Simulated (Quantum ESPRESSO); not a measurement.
Input and output of a self-consistent single point for HfO2 (Pca2_1, 12 atoms in the cell) (Quantum ESPRESSO).

Method of the run: LDA (PZ), spin-orbit coupling, PseudoDojo fully relativistic norm-conserving (PBE) pseudopotentials (plane waves; Quantum ESPRESSO 7.5).

```
HfO2
1.0
    5.23836     0.00000     0.00000
    0.00000     5.04716     0.00000
    0.00000     0.00000     5.05612
Hf O
4 8
Direct
  0.03000   0.26700   0.25000
  0.97000   0.73300   0.75000
  0.53000   0.73300   0.25000
  0.47000   0.26700   0.75000
  0.36100   0.06800   0.10600
  0.63900   0.93200   0.60600
  0.86100   0.93200   0.10600
  0.13900   0.06800   0.60600
  0.22900   0.53700   0.00000
  0.77100   0.46300   0.50000
  0.72900   0.46300   0.00000
  0.27100   0.53700   0.50000
```

Reference input (self-consistent single point, DFT, PBE, plane waves, GBRV 1.5 ultrasoft (PBE) pseudopotentials): ecutwfc = 40 Ry; ecutrho = 320 Ry; occupations = smearing; smearing = gaussian; degauss = 0.019992 Ry; potentials = {Hf: hf_pbe_v1.uspp.F.UPF, O: o_pbe_v1.2.uspp.F.UPF}; K_POINTS = automatic 3 3 3 0 0 0; conv_thr = 1e-10 Ry; mixing_beta = 0.4. This run's input differs from it in these lines:

```diff
@@ -13,4 +13,3 @@
    ntyp = 2
-   ecutwfc = 40
-   ecutrho = 320
+   ecutwfc = 85
    occupations = 'smearing'
@@ -18,2 +17,5 @@
    degauss = 0.019992
+   noncolin = .true.
+   lspinorb = .true.
+   input_dft = 'pz'
 /
@@ -24,4 +26,4 @@
 ATOMIC_SPECIES
-Hf   178.4900  hf_pbe_v1.uspp.F.UPF
-O     15.9990  o_pbe_v1.2.uspp.F.UPF
+Hf   178.4900  Hf.upf
+O     15.9990  O.upf
 ATOMIC_POSITIONS {angstrom}
```

Log, with long lists cut:

```
     Self-consistent Calculation

     iteration #  1     ecut=    85.00 Ry     beta= 0.40

---- Real-time Memory Report at c_bands before calling an iterative solver
           633 MiB given to the printing process from OS
           568 MiB allocation reported by mallinfo(arena+hblkhd)
------------------

     total energy              =    -715.37857954 Ry
     estimated scf accuracy    <       3.37406243 Ry

     iteration #  2     ecut=    85.00 Ry     beta= 0.40

---- Real-time Memory Report at c_bands before calling an iterative solver
           757 MiB given to the printing process from OS
   [... lines left out ...]

---- Real-time Memory Report at c_bands before calling an iterative solver
           879 MiB given to the printing process from OS
           778 MiB allocation reported by mallinfo(arena+hblkhd)
------------------

     total energy              =    -716.27890445 Ry
     estimated scf accuracy    <          1.0E-10 Ry

     iteration # 15     ecut=    85.00 Ry     beta= 0.40

---- Real-time Memory Report at c_bands before calling an iterative solver
           879 MiB given to the printing process from OS
           778 MiB allocation reported by mallinfo(arena+hblkhd)
------------------
     End of self-consistent calculation

   [... 12 lines left out ...]

   [... 12 lines left out ...]

   [... 12 lines left out ...]

   [... 12 lines left out ...]

     the Fermi energy is    13.0044 ev

!    total energy              =    -716.27890445 Ry
     estimated scf accuracy    <          4.2E-12 Ry
     smearing contrib. (-TS)   =      -0.00000000 Ry
     internal energy E=F+TS    =    -716.27890445 Ry

     convergence has been achieved in  15 iterations

     Forces acting on atoms (cartesian axes, Ry/au):

     atom    1 type  1   force =     0.00575295   -0.00920349   -0.00309163
     atom    2 type  1   force =    -0.00575295    0.00920349   -0.00309163
     atom    3 type  1   force =     0.00575295    0.00920349   -0.00309163
     atom    4 type  1   force =    -0.00575295   -0.00920349   -0.00309163
   [... lines left out ...]

     Total force =     0.028527     Total SCF correction =     0.000003

          total   stress  (Ry/bohr**3)                   (kbar)     P=      -82.90
  -0.00052147   0.00000000   0.00000000          -76.71        0.00        0.00
   0.00000000  -0.00063718   0.00000000            0.00      -93.73        0.00
   0.00000000   0.00000000  -0.00053202            0.00        0.00      -78.26

   JOB DONE.
```

The run converged in 15 iterations. Against the reference run the pressure goes from 3.79 to -8.29 GPa, the largest force goes from 0.252 to 0.290 eV/Å and the gap on the mesh goes from 4.473 to 4.200 eV.

The starting cell was generated: these elements placed on a structure prototype, without a prior relaxation; it need not be a known phase or ordering of this composition. Its lattice was rescaled by a random factor within 2.5 % of one. With a pressure of about -8 GPa the cell is away from its equilibrium volume at this level.

Cost on one core of a shared machine: roughly 9 min.
